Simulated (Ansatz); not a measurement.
Base system: TiAl (space group P4/mmm, No. 123; a = 2.7963 Å, c = 4.0381 Å; relaxed with 0.1 eV smearing).

Calculations: PBEsol/PAW in Ansatz (a program for electronic structure), spin-orbit coupling left out.

For the base:

```
Item       Result
--------  -------
Pressure  0.0 GPa
```

Modification: the cell is scaled by 0.9900 in all directions, atoms relaxed at fixed cell.

**Question.** What does the calculation give for the energy relative to the base after the change?

**Answer.** The energy increases by 5.5 meV/atom.

**Question.** Estimate the effect on the pressure.

**Answer.** The pressure (mean of the normal stresses, compression positive) goes from zero to 3.8 GPa.

The cells carry an imposed strain or load. Whether these cells are dynamically stable was not tested. All final runs are without spin polarisation.
